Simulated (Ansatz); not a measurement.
Results of PBE (PAW; Ansatz, an electronic-structure program) for stishovite (SiO2).

Run with plane-wave cutoff 520 eV, 6×6×10 k mesh (along the axes of the cell as run), perturbation theory, scalar-relativistic PAW data made under PBE.

Cell (measured lattice):

```
CELL_PARAMETERS angstrom
      4.17900     0.00000     0.00000
      0.00000     4.17900     0.00000
      0.00000     0.00000     2.66490
ATOMIC_POSITIONS crystal
  Si 0.00000 0.00000 0.00000
  Si 0.50000 0.50000 0.50000
  O  0.30552 0.30552 0.00000
  O  0.80552 0.19448 0.50000
  O  0.19448 0.80552 0.50000
  O  0.69448 0.69448 0.00000
```

Predict the electronic dielectric constant ε∞ (mean over three axes) and dielectric constant ε0 (ions relaxed) (mean over three axes).


electronic dielectric constant ε∞ (mean over three axes): 3.43
dielectric constant ε0 (ions relaxed) (mean over three axes): 10.6

Measured, for comparison: high-frequency dielectric constant 3.27 (temperature not stated, no zero-point or thermal correction, mean of the two values across and the one along c; as tabulated in He et al. (2014), arXiv:1309.4805). Computed (rounded) less measured: high-frequency dielectric constant +5 %.

Note: the cell isn't this level's own, so it is under some stress, which shifts stiffness and frequencies.
